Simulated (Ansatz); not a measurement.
Take Ti in the hcp (Mg type) structure (space group P6_3/mmc, No. 194; a = 2.936 Å, c = 4.640 Å; relaxed with 0.1 eV smearing) as the base. Axes: x lies along a and z along c of the hexagonal cell.

Calculations: r2SCAN/PAW in Ansatz (a first-principles code), without spin-orbit coupling.

For the base:

- Shortest interatomic distance: 2.874 Å
- Pressure: 0.0 GPa

Modification: biaxial strain −2.00 %, plane normal [001], relaxed out of plane (Cartesian); in-plane vectors clamped, the third vector and the atoms free.

Q: What happens to the shortest interatomic distance and pressure?

A: The shortest interatomic distance increases by 0.004 Å to 2.878 Å; the pressure (mean of the normal stresses, compression positive) goes from zero to 3.0 GPa.

Whether these cells are dynamically stable was not tested. All final runs are without spin polarisation.
